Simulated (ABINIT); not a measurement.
A self-consistent single point of Ta (Im-3m, 1 atom in the cell) with ABINIT.

Level of theory: PBE, norm-conserving pseudopotentials (PseudoDojo nc-sr-05 PBE standard) (plane waves; ABINIT 10.0.3).

The change in words: lattice scaled by 0.98. Reference geometry:
```
CELL_PARAMETERS angstrom
     -1.65000     1.65000     1.65000
      1.65000    -1.65000     1.65000
      1.65000     1.65000    -1.65000
ATOMIC_POSITIONS crystal
  Ta 0.00000 0.00000 0.00000
```

Reference input (self-consistent single point, DFT, PBE, plane waves, norm-conserving pseudopotentials (PseudoDojo nc-sr-05 PBE standard)): pseudos = [Ta.upf]; ecut = 58 Ry; occopt = 3; tsmear = 0.05 eV; ngkpt = 14 14 14; nshiftk = 1; shiftk = 0 0 0; potentials = PseudoDojo nc-sr-05 PBE standard; nband = 12; kptopt = 1; nstep = 100; tolvrs = 1e-11. This run's input differs from it in these lines:

```diff
@@ -3,3 +3,3 @@
 pseudos "Ta.upf"
-acell 2.8578838325 2.8578838325 2.8578838325 Angstrom
+acell 2.8007261558 2.8007261558 2.8007261558 Angstrom
 rprim
```

The program printed (abridged):

```
--- !BeginCycle
solver: {iscf: 7, nstep: 100, nline: 4, wfoptalg: 0, }
tolerances: {tolvrs: 1.00E-11, }
...

     iter   Etot(hartree)      deltaE(h)  residm     vres2
 ETOT  1  -65.081997055088    -6.508E+01 1.836E-01 1.222E+01
 ETOT  2  -65.101114002045    -1.912E-02 1.012E-02 8.546E-01
 ETOT  3  -65.101334949591    -2.209E-04 3.039E-03 9.498E-04
 ETOT  4  -65.101335206436    -2.568E-07 5.864E-03 5.461E-06
 ETOT  5  -65.101335207786    -1.350E-09 1.360E-03 2.180E-08
 ETOT  6  -65.101335207790    -3.766E-12 2.084E-03 2.792E-11
 ETOT  7  -65.101335207791    -1.464E-12 2.977E-04 5.920E-13
 At SCF step    7       vres2   =  5.92E-13 < tolvrs=  1.00E-11 =>converged.

 Cartesian components of stress tensor (hartree/bohr^3)
  sigma(1 1)= -6.13455968E-04  sigma(3 2)=  0.00000000E+00
  sigma(2 2)= -6.13455968E-04  sigma(3 1)=  0.00000000E+00
  sigma(3 3)= -6.13455968E-04  sigma(2 1)=  0.00000000E+00

 ----iterations are completed or convergence reached----

 reduced coordinates (array xred) for    1 atoms
       0.000000000000      0.000000000000      0.000000000000
 cartesian forces (eV/Angstrom) at end:
    1     -0.00000000000000    -0.00000000000000    -0.00000000000000
 frms,max,avg= 0.0000000E+00 0.0000000E+00   0.000E+00  0.000E+00  0.000E+00 e/A
 length scales=  5.292605407672  5.292605407672  5.292605407672 bohr
              =  2.800726155800  2.800726155800  2.800726155800 angstroms
   [... lines left out ...]
 Fermi (or HOMO) energy (eV) =  14.61874   Average Vxc (eV)= -13.45537
   [... lines left out ...]
total_energy        : -6.51013352077913E+01
total_energy_eV     : -1.77149742213774E+03
band_energy         : -5.70009465643495E+00
...

-Cartesian components of stress tensor (GPa)         [Pressure=  1.8048E+01 GPa]
- sigma(1 1)= -1.80484947E+01  sigma(3 2)=  0.00000000E+00
- sigma(2 2)= -1.80484947E+01  sigma(3 1)=  0.00000000E+00
- sigma(3 3)= -1.80484947E+01  sigma(2 1)=  0.00000000E+00

 Calculation completed.
```

The run converged in 7 iterations. Against the reference run the free energy goes up by 69.1 meV/atom and the pressure goes from 3.51 to 18.05 GPa.

The starting cell has typed, rounded lattice constants, without a prior relaxation at this level. For this run, on top of that: lattice scaled by 0.98. Spin polarisation is off. With a pressure of about 18 GPa the cell is away from its equilibrium volume at this level.

Cost on one core of a shared machine: roughly 30 s.
